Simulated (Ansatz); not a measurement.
Ansatz (a quantum-chemistry and plane-wave program) run on HfAu (P1, 4 atoms in the cell): self-consistent single point.

Method: PBEsol, PAW files made with PBE (plane waves; Ansatz).

The change in words: atoms moved at random. Reference geometry:
```yaml
crystal:
  lattice:
    - [3.48386, 0.00000, 0.00000]
    - [0.00000, 3.48386, 0.00000]
    - [0.00000, 0.00000, 6.32052]
  atoms:
    - { symbol: Hf, position: [0.00000, 0.50000, 0.85158] }
    - { symbol: Hf, position: [0.50000, 0.00000, 0.14842] }
    - { symbol: Au, position: [0.00000, 0.50000, 0.37143] }
    - { symbol: Au, position: [0.50000, 0.00000, 0.62857] }
```

Reference input (self-consistent single point, DFT, PBEsol, plane waves, PAW files made with PBE): kpoints.mp_grid.grid = 8 8 4; hamiltonian.xc = pbesol; hamiltonian.pseudopotentials = {kind: paw} (the program's default PAW files); scf.occupations.method = gaussian; scf.occupations.width = 0.1 eV. This run's input differs from it in these lines:

Ansatz 0.2 input:
```diff
@@ -6,6 +6,6 @@
   atoms:
-    - { symbol: Hf, position: [0.000000, 0.500000, 0.851580] }
-    - { symbol: Hf, position: [0.500000, 0.000000, 0.148420] }
-    - { symbol: Au, position: [0.000000, 0.500000, 0.371430] }
-    - { symbol: Au, position: [0.500000, 0.000000, 0.628570] }
+    - { symbol: Hf, position: [-0.005316, 0.497608, 0.850684] }
+    - { symbol: Hf, position: [0.493622, -0.009346, 0.143459] }
+    - { symbol: Au, position: [0.002216, 0.491871, 0.373975] }
+    - { symbol: Au, position: [0.509478, 0.019868, 0.631883] }
 kpoints:
```

Output, abridged:

```
SCF iter   1: F=—  HF=-57303.362005 eV  |F-HF|=—  |Δ(HF+E_count)|=         —  Δρ=6.52e-1  dr2=1.20e3  ethr=3.10e-3  ⟨swp⟩=5.8  Hψ=23668  notcnv=0
all-band conjugate gradients solve this SCF's bands
preconditioner: auto → Kerker (q_TF=auto, 2.802 Å⁻¹)
SCF iter   2: F=—  HF=-57230.410749 eV  |F-HF|=—  |Δ(HF+E_count)|=    7.30e1  Δρ=1.69e-1  dr2=1.17e2  ethr=3.10e-3  ⟨swp⟩=4.0  Hψ=18610  notcnv=0  defer=299
   [... lines left out ...]
SCF iter  10: F=—  HF=-57217.518964 eV  |F-HF|=—  |Δ(HF+E_count)|=   6.64e-4  Δρ=2.69e-4  dr2=7.65e-5  ethr=3.44e-6  ⟨swp⟩=2.1  Hψ=10026  notcnv=0  defer=414
SCF iter  11: F=—  HF=-57217.518960 eV  |F-HF|=—  |Δ(HF+E_count)|=   4.89e-6  Δρ=9.99e-5  dr2=6.59e-6  ethr=8.49e-8  ⟨swp⟩=2.1  Hψ=12247  notcnv=0  defer=413
SCF iter  12: F=—  HF=-57217.518957 eV  |F-HF|=—  |Δ(HF+E_count)|=   2.72e-6  Δρ=2.95e-5  dr2=4.53e-7  ethr=7.32e-9  ⟨swp⟩=2.0  Hψ=10963  notcnv=0  defer=413
SCF iter  13: F=-57217.518957 eV  HF=-57217.518957 eV  |F-HF|=5.18e-8  |Δ(HF+E_count)|=   6.34e-8  Δρ=1.02e-5  dr2=7.98e-8  ethr=1.11e-10  ⟨swp⟩=12.1  Hψ=40895  notcnv=0
SCF 1 converged in 13 iterations: F = -57217.518957 eV  dr2 = 7.98e-8
Free energy (F): -57217.518957 eV
Internal energy: -57217.504009 eV  (E = F + TS)
E sigma→0 (E₀):  -57217.511483 eV
Entropy (-TS):   -0.014948 eV (-3.737 meV/atom)
Fermi energy:    19.730568 eV
--- Forces (eV/Å), atoms counted from 1 ---
  atom   1  Hf     0.20525141     0.18782021     0.02265303
  atom   2  Hf     0.15226883     0.18752516     0.41024332
  atom   3  Au    -0.07501062     0.14532357    -0.14048785
  atom   4  Au    -0.28250474    -0.52066255    -0.29274417
--- Stress (GPa, compression-positive) ---
       -2.319821       0.217169       0.190716
        0.217169      -2.449890       0.624570
        0.190716       0.624571      -2.538280
  P = ⅓ Tr σ = -2.4360 GPa (-24.360 kbar)
  The stress holds the Pulay correction. Without it, at fixed plane waves, as pw.x and ABINIT print it: P = -2.4854 GPa
```

The run converged in 13 iterations. Against the reference run the free energy goes up by 10.8 meV/atom, the pressure goes from -2.63 to -2.44 GPa and the largest force goes from 0.079 to 0.661 eV/Å.

The starting cell comes from a database of computed structures (which also holds hypothetical and non-ambient phases and stackings), without a prior relaxation at this level. For this run, on top of that: atoms moved at random. Ansatz's pressure includes its estimate of the finite-basis (Pulay) stress.

Cost on one core of a shared machine: roughly 40 s.
